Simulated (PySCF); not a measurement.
PySCF 2.14.0, R2SCAN/def2-svp, df: Ta(S)(F)2(NH2) ([NH2][Ta]([F])([F])=[S]), 7 atoms. The geometry is a generated start, not checked to be a minimum at this level.

| Item | Value |
|---|---|
| task | energy |
| method | r2scan |
| basis | def2-svp |
| two-electron scheme | density fitting |
| mol.max_memory | 3000 MB |
| mf.max_cycle | 100 |
| mf.init_guess | minao (default) |
| mf.DIIS | CDIIS (default) |
| mf.conv_tol | 1e-09 (default) |
| mf.grids.level | 3 (default) |
| effective core potentials | those of the basis set, past Kr |
| basis functions | 102 |
| grid points | 104936 |

```xyz
7

Ta    -0.0081    -0.5127     0.4764
S      0.2825     0.9661     2.1339
F      1.5043    -1.6456     0.6864
F     -1.5499    -1.4566     1.0350
N     -0.0638     0.6537    -1.1046
H      0.0448     1.6618    -1.1659
H     -0.2098     0.3333    -2.0611
```

Charge 0 and multiplicity 1 are set for this test and not shown to be the ground state.

One run each on 2 threads, 1 BLAS thread. Values of diis_space tried: 3, 5, 8 (default), 12, 20.

Question: How does the count of Fock builds change with diis_space, and where is it least?

Answer: Fewest Fock builds, within one of each other: 8 (default) with 15, 12 with 15, 20 with 15. The count rises to 54 at 3. All converge to one solution.

```tsv
diis_space	Fock builds	end
3	54	same solution
5	17	same solution
8 (default)	15	same solution
12	15	same solution
20	15	same solution
```
